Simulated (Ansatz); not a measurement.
System: Al-vacancy pair (Al on one host Ag site, one Ag site vacant) in fcc Ag (neutral cell). Method: PBE, PAW (plane waves to 420 eV; Ansatz, a quantum-chemistry and plane-wave program).

32-site cell at the relaxed PBE lattice, a 2×2×2 k-point mesh shifted by half a step, smearing 0.10 eV, spin-restricted, no finite-size correction. Static, classical nuclei. Forms of the defect that were not tried may lie lower.

Barriers: single points on a 4×4×4 k-point mesh shifted by half a step at the bands' geometries (they differ from the bands' own by up to 0.13 eV, and are uncertain by about as much).

Relaxed starting cell (atoms counted from 1):

```xyz
31
Lattice="8.2969 0.0000 0.0000 0.0000 8.2969 0.0000 0.0000 0.0000 8.2969" Properties=species:S:1:pos:R:3 pbc="T T T"
Al    -0.0053    -0.0169    -0.0074
Ag    -0.0063     0.0254     4.1573
Ag    -0.0053     4.1500     0.0328
Ag    -0.0068     4.1479     4.1584
Ag     4.1431     0.0202     0.0289
Ag     4.1412     0.0135     4.1432
Ag     4.1408     4.1339     0.0232
Ag     4.1418     4.1553     4.1640
Ag    -0.0066     2.0621     6.2520
Ag    -0.0086     6.2424     2.0708
Ag    -0.0071     6.2578     6.2662
Ag     4.1423     2.0716     2.0810
Ag     4.1418     2.0760     6.2593
Ag     4.1435     6.2500     2.0856
Ag     4.1415     6.2328     6.2415
Ag     1.9705     0.0410     2.0526
Ag     2.0511     0.0100     6.2541
Ag     2.0508     4.1327     2.0842
Ag     2.0669     4.1418     6.2487
Ag     6.3161     0.0430     2.0510
Ag     6.2334     0.0096     6.2566
Ag     6.2325     4.1327     2.0837
Ag     6.2164     4.1420     6.2484
Ag     1.9693     2.0417     0.0498
Ag     2.0538     2.0757     4.1443
Ag     2.0504     6.2480     0.0204
Ag     2.0660     6.2391     4.1509
Ag     6.3147     2.0441     0.0493
Ag     6.2298     2.0738     4.1448
Ag     6.2324     6.2457     0.0193
Ag     6.2177     6.2390     4.1509
```

End state 1 differs by these moves (Å; atoms that move under 0.08 Å are left out):

| atom | element | Δx | Δy | Δz |
|---|---|---|---|---|
| 1 | Al | 0.00 | 2.12 | 2.12 |

Question: Give the forward and backward barriers to end state 1 at the level PBE, PAW.

Answer: forward 0.45 eV, backward 0.45 eV; at the saddle point atom 1 has neighbours 4 Ag at 2.60, 2 Ag at 3.18, 2 Ag at 3.20 Å. The saddle point's order was not checked, and it lies on a symmetry element of the cell, where a band can be held.

End state 2 differs by these moves (Å; atoms that move under 0.08 Å are left out):

| atom | element | Δx | Δy | Δz |
|---|---|---|---|---|
| 10 | Ag | 0.04 | 0.08 | -0.02 |
| 16 | Ag | -1.94 | 1.94 | 0.00 |
| 20 | Ag | -0.08 | -0.04 | 0.02 |
| 24 | Ag | 0.06 | -0.06 | 0.00 |
| 26 | Ag | -0.02 | 0.08 | 0.03 |
| 28 | Ag | -0.08 | 0.02 | -0.03 |

Question: What forward and backward barriers to end state 2 does PBE, PAW give?

Answer: forward 0.47 eV, backward 0.47 eV; at the saddle point atom 16 has neighbours Ag at 2.70, Ag at 2.72, Ag at 2.80, 2 Ag at 3.02, 2 Ag at 3.34; Al at 2.59 Å. The saddle point's order was not checked, and it lies on a symmetry element of the cell, where a band can be held.
